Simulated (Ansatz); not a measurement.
# Amorphous Hf₁₈O₃₇K₂

Preparation: random packing, a CHGNet melt and quench, and a DFT relaxation. O atoms were pushed apart under 1.9 Å during the dynamics, to hinder bonds among them. The hot cell started wider than the set density and was brought back towards it in steps. It is the lowest in DFT energy of 2 quenches. It is a model cell: composition and starting density were chosen by hand, and all elements were melted together. No dispersion term was used.

Methods: PBE, scalar-relativistic without spin-orbit coupling (Ansatz, an electronic-structure program); r2SCAN, scalar-relativistic without spin-orbit coupling (Ansatz); HSE06, scalar-relativistic without spin-orbit coupling (Ansatz). Geometry, pressure, stress and energy are those of the PBE run. Its sampling: a 2×2×2 Γ-centred mesh; Fermi-Dirac width 0.02 eV; no spin polarisation. Other functionals are single points at the zone centre (r2SCAN at 500 eV; exact exchange cut at the cell's faces), free to take moments where seeds were set. At PBE the levels at the filled edge of the gap are localised (band-tail or defect states), and the nearest spread-out levels lie 4.1 eV apart at the zone centre.

```json
{
 "number_of_atoms_in_the_cell": "57",
 "Density (held, not predicted)": "8.44 g/cm³",
 "volume_per_atom": "13.41 Å³",
 "Pressure on a 2×2×2 Γ-centred mesh": "4.12 GPa",
 "Largest force and stress component on that mesh (the relaxation ran on the zone centre alone)": "0.09 eV/Å and 4.1 GPa",
 "Level gap on a 2×2×2 Γ-centred mesh (PBE)": "3.78 eV",
 "Level gap at the zone centre (PBE)": "3.80 eV",
 "Level gap at the zone centre (r2SCAN)": "4.26 eV",
 "Level gap at the zone centre (HSE06)": "5.33 eV"
}
```

Cut-offs for bonds: Hf-Hf 3.34 Å, Hf-O 2.56 Å, Hf-K 3.91 Å, O-O 1.58 Å, O-K 3.23 Å, K-K 4.47 Å. Two cations that share two anions don't count as bonded, nor two that share one unless they lie closer than Hf-Hf 3.25 Å, Hf-K 3.80 Å, K-K 4.34 Å.

| Item | Result |
|---|---|
| Mean coordination of Hf by anions | 6.17 (3 with 5, 9 with 6, 6 with 7); 3 close contacts or bonds to cations besides |
| Mean coordination of O | 3.35 (1 with 2, 22 with 3, 14 with 4) |
| Mean coordination of K by anions | 6.50 (1 with 6, 1 with 7); 3 close contacts or bonds to cations besides |
| Mean Hf-O bond | 2.123 Å (spread 0.113 Å, 111 counted) |
| Mean O-K bond | 2.786 Å (spread 0.189 Å, 13 counted) |

Its density started from a set value of 8.44 g/cm³. Cooling (nominally 300 K/ps over its main leg) ran many orders faster than in experiment, which tends to leave more defects and strain. One small periodic cell is one sample of the glass; other quenches scatter about these values. The volume was held where the preparation left it and the shape relaxed, at a PBE pressure of 4.1 GPa. Stress components on the final sampling reach 4.1 GPa.
